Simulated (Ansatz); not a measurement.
Fluorite HfO2 (high-temperature phase) was calculated with PBE-D3(BJ) (plane waves, PAW; Ansatz, a first-principles code).

Settings: plane-wave cutoff 520 eV, 12×12×12 k mesh, Fermi–Dirac smearing 0.01 eV, scalar-relativistic PAW data made under PBE.

Cell (relaxed at this level):

HfO$_{2}$ is taken in the cubic space group Fm-3m (No. 225), the fluorite structure, Pearson symbol cF12. Conventional cell: a = 5.072 Å, b = 5.072 Å, c = 5.072 Å, α = 90.00°, β = 90.00°, γ = 90.00°. Hf on 4a sees 8 O at 2.196 Å (cubic). O on 8c is coordinated by 4 Hf at 2.196 Å (tetrahedral). (Neighbours: up to the widest gap in distance over summed covalent radii, below 1.35, at either atom; cation-cation and far metal-metal contacts left out.)
(The calculation used a cell of 3 atoms; values per cell refer to that cell.)

Problem. What does this level give for the bulk modulus B0, band gap, Γ–Γ gap and pressure derivative B′ of the bulk modulus?

Solution. 
- bulk modulus B0: 254 GPa
- band gap: 3.78 eV
- Γ–Γ gap: 4.50 eV
- pressure derivative B′ of the bulk modulus: 4.2

Measured, for comparison: bulk modulus 242 ± 16 GPa (room temperature, not corrected to a static lattice, nanocrystalline cubic HfO2, second-order Birch-Murnaghan; as tabulated in High-pressure structural stability, equation of state, and thermal expansion …). Computed (rounded) less measured: bulk modulus +5 % (inside the measured uncertainty). A static lattice is as a rule a little smaller and stiffer than an uncorrected measurement, which narrows the difference in the bulk modulus and would widen misses of the other sign.

Note: symmetry holds this phase in the static calculation, where it need not be a minimum; held by symmetry at 0 K, a high-temperature phase can be a saddle point.

Spin–orbit coupling is not included.

Computing time: very roughly 30 core-seconds.
